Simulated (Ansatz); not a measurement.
For L1₂ (Cu3Au-type) Cu₃Au, PBEsol (Ansatz, a first-principles code, plane waves, PAW) gives:

```
Property                     Value
------------------  --------------
lattice constant a         3.713 Å
formation enthalpy  -0.043 eV/atom
```

Problem. What does HSE06 (plane waves, PAW; Ansatz) give for the same quantities?

Solution. 
- lattice constant a: 3.773 Å (rises by 1.6 %)
- formation enthalpy: -0.080 eV/atom (moves by -0.037 eV/atom)

For comparison: lattice constant a 3.75 Å (measured, temperature not stated, no zero-point or thermal correction; as tabulated in Nepal et al. (2019), arXiv:1905.09348); formation enthalpy -0.074 eV/atom (measured, 320 K, not corrected to a static lattice; as tabulated in Nepal et al. (2019), arXiv:1905.09348).

Changes are worked out from the printed values.

Unless a cell is named, each level is at its own relaxed cell (PBEsol 12.80, HSE06 13.43 Å³/atom).

Levels without +SOC leave out spin–orbit coupling, which shifts energies and cells of such heavy elements.

Caveats: exact exchange on metals is sensitive to the k mesh and can open a false gap (HSE06); the run warned that the count of filled bands differs between k points (HSE06). Ansatz's density-functional and Hartree–Fock values are scalar-relativistic unless marked +SOC, with PAW data made under PBE.
